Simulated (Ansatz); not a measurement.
System: MoPt (model structure, Pm-3m, No. 221, 2 atoms in the cell). Method: PBEsol (Ansatz, a quantum-chemistry and plane-wave program, plane waves, PAW).

Run with plane-wave cutoff 520 eV, 18×18×18 k mesh, Fermi–Dirac smearing 0.05 eV, no spin polarisation, scalar-relativistic PAW data made under PBE.

Cell (relaxed at this level):

```xyz
2
Lattice="3.1401 0.0000 0.0000 0.0000 3.1401 0.0000 0.0000 0.0000 3.1401" Properties=species:S:1:pos:R:3 pbc="T T T"
Pt     0.0000     0.0000     0.0000
Mo     1.5701     1.5701     1.5701
```

Predict the bulk modulus.


* **bulk modulus**: 273 GPa

Note: the run has no spin polarisation, so it can have missed a magnetic state; the bulk modulus is −V dP/dV from two relaxed cells at ±2 % in volume; the relaxation could raise the start's symmetry but not lower it, so the cell can be a saddle point.

Spin–orbit coupling is not included.

The computed numbers hold no vibrational or temperature effects.

A model structure was made by putting elements into a prototype or built by hand; it is no filed structure, need not be a known phase, and can be a saddle point held by its symmetry.
